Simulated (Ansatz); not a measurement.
Pressure series in CdSe

The parent structure is CdSe in the zinc blende structure (space group F-43m, No. 216; a = 6.196 Å).

Cell and atoms are relaxed at each pressure.

Computed with PBE in Ansatz (plane waves to 420 eV, PAW, no spin-orbit coupling), earlier PAW set.

Notes on the quantities. enthalpy: H = E + PV relative to the base's energy.

```csv
case,enthalpy,band gap,electron mass,density
base,–,0.49 eV,0.052 mₑ (at Γ),5.34 g/cm³
pressure −2 GPa,-0.38 eV/atom,0.39 eV,0.044 mₑ (at Γ),5.08 g/cm³
pressure −1 GPa,-0.19 eV/atom,0.44 eV,0.048 mₑ (at Γ),5.22 g/cm³
pressure 0.3 GPa,+0.06 eV/atom,0.51 eV,0.053 mₑ (at Γ),5.38 g/cm³
pressure 0.7 GPa,+0.13 eV/atom,(withheld),(withheld),(withheld)
pressure 1.5 GPa,+0.27 eV/atom,0.56 eV,0.057 mₑ (at Γ),5.51 g/cm³
pressure 3 GPa,+0.54 eV/atom,0.61 eV,0.061 mₑ (at Γ),5.66 g/cm³
pressure 5 GPa,+0.88 eV/atom,0.68 eV,0.065 mₑ (at Γ),5.85 g/cm³
pressure 7.5 GPa,+1.30 eV/atom,0.75 eV,0.070 mₑ (at Γ),6.05 g/cm³
pressure 10 GPa,+1.70 eV/atom,0.81 eV,0.074 mₑ (at Γ),6.24 g/cm³
```

Q: Some entries are withheld; estimate them.

A: 
- pressure 0.7 GPa, band gap: 0.52 eV
- pressure 0.7 GPa, electron mass: 0.054 mₑ (at Γ)
- pressure 0.7 GPa, density: 5.42 g/cm³

Load acts through the strain it causes; cell and atoms are relaxed under it. Effective masses come from finite differences of ±0.01 Å⁻¹. No phonon test of stability was made. Tetrahedral semiconductors of this kind turn to denser phases somewhere between about 1 and 50 GPa; those were not computed, so compressed cells here can lie past the real transition.

Ansatz is a first-principles code.
